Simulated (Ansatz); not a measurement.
A computed series for hypothetical P4/nmm BeS: pressure series

The parent structure is BeS (space group P4/nmm, No. 129; a hypothetical phase, not in the database extracts checked; layered, stacked along the Cartesian z axis).

BeS is taken in the tetragonal space group P4/nmm, origin choice 1 (No. 129), Pearson symbol tP4. Lattice parameters: a = 3.452 Å, b = 3.452 Å, c = 5.621 Å, α = 90.00°, β = 90.00°, γ = 90.00°. Be on 2b has 4 S at 2.113 Å (tetrahedral). S on 2c is coordinated by 4 Be at 2.113 Å. (Neighbours: up to the widest gap in distance over summed covalent radii, below 1.35, at either atom; cation-cation and far metal-metal contacts left out.)

Cell and atoms are relaxed at each pressure.

Levels (all Ansatz, a quantum-chemistry and plane-wave program, PAW): PBEsol (420 eV, no spin-orbit coupling); HSE06 (420 eV, scalar-relativistic without spin-orbit coupling).

Band gaps by level, all at the geometries relaxed with PBEsol:

| case | PBEsol | HSE06 |
|---|---|---|
| base | 3.39 eV | 4.48 eV |
| pressure 0.3 GPa | 3.28 eV | 4.37 eV |
| pressure 0.7 GPa | 3.18 eV | 4.26 eV |
| pressure 1.5 GPa | 2.96 eV | 4.04 eV |
| pressure 3 GPa | 2.62 eV | 3.68 eV |
| pressure 5 GPa | 2.28 eV | … |
| pressure 7.5 GPa | 1.97 eV | … |
| pressure 10 GPa | 1.73 eV | 2.78 eV |

Q: Complete the table.

A: 
- pressure 5 GPa, HSE06: 3.34 eV
- pressure 7.5 GPa, HSE06: 3.02 eV

Single points use the geometry relaxed with PBEsol. HSE06 was sampled on its mesh, a few special points and the semilocal edge points, so its gap is an upper bound. Load acts through the strain it causes; cell and atoms are relaxed under it. No phonon test of stability was made. No other phases were tried under pressure. The base started in Pnma and relaxed to P4/nmm at this level. No dispersion term is included in the PBEsol runs.
